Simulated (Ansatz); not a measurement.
Take CdS in the zinc blende structure (space group F-43m, No. 216; a = 5.8778 Å) as the base. Axes: x, y, z lie along the cube axes.

Method: r2SCAN, PAW, 500 eV (Ansatz, a quantum-chemistry and plane-wave program; no spin-orbit coupling).

One thing is altered: a free-standing slab of 6 layers (12 atoms, 2 a layer) is cut normal to [110], with 15 Å of vacuum and the in-plane cell held at bulk.

**Question.** How does this affect the gap character and change of the spacing d23 from its bulk value of 2.078 Å?

**Answer.** The gap character amounts to direct at Γ; the change of the spacing d23 from its bulk value of 2.078 Å amounts to +2.1 %.

Whether these cells are dynamically stable was not tested. k-point labels follow each cell's own Brillouin zone.
